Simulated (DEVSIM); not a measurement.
Device: abrupt Si n-p junction, at 300 K.

```
layer (left to right)  material  thickness (μm)  Nd (cm⁻³)  Na (cm⁻³)  τn (s)  τp (s)
---------------------  --------  --------------  ---------  ---------  ------  ------
1                            Si            25.0     6.1e17          -  1.2e-5  1.2e-5
2                            Si             140          -     4.4e16  1.2e-5  1.2e-5
```

Left contact: ohmic. Right contact: ohmic. Voltage is applied to the left contact. Recombination: SRH at mid-gap. Mobility is constant in doping.

The device is made up for the run: typed textbook-type constants, with dimensions and the other settings drawn at random. Values at 300 K.

| parameter | Si |
|---|---|
| gap (eV) | 1.124 |
| affinity (eV) | 4.05 |
| permittivity | 11.7 |
| Nc (cm⁻³) | 2.86e19 |
| Nv (cm⁻³) | 3.1e19 |
| μn (cm²/Vs) | 1417 |
| μp (cm²/Vs) | 470 |

Simulated with DEVSIM: 1D drift-diffusion, Boltzmann statistics, complete ionisation; no tunnelling, impact ionisation, image-force lowering or self-heating.

The minority lifetime in layer 2 was swept, all else fixed.

```csv
minority lifetime in layer 2 (s),dark forward voltage at 1 A/cm² (V),dark forward voltage at 100 A/cm² (V)
3.6e-7,0.684,0.886
1.2e-6,0.694,0.885
3.6e-6,0.702,0.882
1.2e-5,0.707,0.879
3.6e-5,0.709,0.876
0.00012,0.709,0.875
0.00036,0.709,0.875
```

From the first row to the last the dark forward voltage at 1 A/cm² goes from 0.684 to 0.709. From the first row to the last the dark forward voltage at 100 A/cm² goes from 0.886 to 0.875.
